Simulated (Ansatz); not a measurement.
YSiO (model structure, started from the ZrSiS type, P4/nmm, No. 129, 6 atoms in the cell), treated with r²SCAN (Ansatz, a quantum-chemistry and plane-wave program, plane waves, PAW).

Numerical settings: plane-wave cutoff 560 eV, 16×16×8 k mesh (along the axes of the cell as run), Fermi–Dirac smearing 0.05 eV, scalar-relativistic PAW data made under PBE.

Cell (relaxed at this level):

```yaml
crystal:
  lattice:
    - [3.36689, 0.00000, 0.00000]
    - [0.00000, 3.36689, 0.00000]
    - [0.00000, 0.00000, 8.05250]
  atoms:
    - { symbol: Y, position: [0.00000, 0.50000, 0.67270] }
    - { symbol: Y, position: [0.50000, 0.00000, 0.32730] }
    - { symbol: Si, position: [0.00000, 0.00000, 0.00000] }
    - { symbol: Si, position: [0.50000, 0.50000, 0.00000] }
    - { symbol: O, position: [0.50000, 0.00000, 0.61166] }
    - { symbol: O, position: [0.00000, 0.50000, 0.38834] }
```

Problem. Predict the bulk modulus.

Solution. 
* **bulk modulus**: 131 GPa

The run finds no gap.

Note: the bulk modulus is −V dP/dV from two relaxed cells at ±2 % in volume; the relaxation could raise the start's symmetry but not lower it, so the cell can be a saddle point.

Static lattice: no zero-point or thermal effects.

Computing time: very roughly 18 core-minutes.

A model structure was made by putting elements into a prototype or built by hand; it is no filed structure, need not be a known phase, and can be a saddle point held by its symmetry.
